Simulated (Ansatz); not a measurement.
# What uniaxial stress, 1 GPa tension along z does to Ru

Consider Ru in the hcp (Mg type) structure (space group P6_3/mmc, No. 194; a = 2.705 Å, c = 4.260 Å). Axes: x lies along a and z along c of the hexagonal cell.

Now apply this change: uniaxial stress, 1 GPa tension along z, with the cell and atoms free to relax against it.

Computed with DFT with r2SCAN, PAW potentials and a 500 eV plane-wave cutoff in Ansatz (an electronic-structure program), spin-orbit coupling left out. k-mesh 20×20×11 (Γ-centred); smearing 0.05 eV (Fermi–Dirac).

| quantity | base | changed | shift |
|---|---|---|---|
| volume per atom | 13.49 Å³ | 13.51 Å³ | +0.012 Å³ |
| space group | P6_3/mmc (No. 194) | P6_3/mmc (No. 194) | – |
| shortest interatomic distance | 2.641 Å | 2.644 Å | +0.0025 Å |
| energy relative to the base (free energy F) | 0 meV/atom | +0.1 meV/atom | +0.1 meV/atom |
| band gap | zero | zero | – |
| strain response (xx, yy, zz) (rough) | – | (−0.04, −0.04, +0.16) % | – |

Final structure:

```xyz
2
Lattice="2.7036 0.0000 0.0000 -1.3518 2.3413 0.0000 0.0000 0.0000 4.2670" Properties=species:S:1:pos:R:3 pbc="T T T"
Ru     0.0000     1.5609     3.2003
Ru     1.3518     0.7804     1.0668
```

Without a gap, meshes like the base's 20×20×11 leave anisotropic stresses uncertain by several tenths of a GPa, and small strain energies with them. Stability under load was not tested beyond the relaxation. All final runs are without spin polarisation.
